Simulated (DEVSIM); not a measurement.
System: abrupt GaAs n-p junction, at 300 K.

Layer 1 from the left is GaAs, thickness (μm) 12.0, Nd (cm⁻³) 7e15, τn (s) 1.1e-8, τp (s) 1.1e-8. Layer 2 from the left is GaAs, thickness (μm) 6.80, Na (cm⁻³) 1.6e16, τn (s) 1.1e-8, τp (s) 1.1e-8.

Left contact: ohmic. Right contact: ohmic. Voltage is applied to the left contact. Recombination: SRH at mid-gap, Auger. Mobility is constant in doping.

The device is made up for the run: typed textbook-type constants, with dimensions and the other settings drawn at random. Values at 300 K.

GaAs: gap (eV) 1.424, affinity (eV) 4.07, permittivity 12.9, Nc (cm⁻³) 4.7e17, Nv (cm⁻³) 9e18, μn (cm²/Vs) 8500, μp (cm²/Vs) 400, Cn (cm⁶/s) 1e-30, Cp (cm⁶/s) 1e-30.

Problem. Estimate by hand the built-in potential, the peak field at zero bias, the capacitance at 0.6 V, and compare with a numerical solution.

Solution. 
- Built-in potential: ni = √(Nc Nv) exp(−Eg/2kT) = 2250000 cm⁻³ with Eg = 1.424 eV; Vbi = kT/q ln(Na Nd/ni²) = 1.152 V; numerical 1.152 V.
- Peak field at zero bias: depletion approximation: W = √(2εVbi/(qN)) = 0.581 μm with N = 4.87e15 cm⁻³; field = 2Vbi/W = 39700 V/cm; numerical 38800 V/cm (estimate above by 2.3 %).
- Capacitance at 0.6 V: C = √(qεN / 2(Vbi + |V|)) = 15.9 nF/cm²; numerical 16.2 nF/cm² (estimate below by 1.5 %).

DEVSIM, 1D drift-diffusion, Boltzmann statistics, complete ionisation; no tunnelling, impact ionisation, image-force lowering or self-heating.
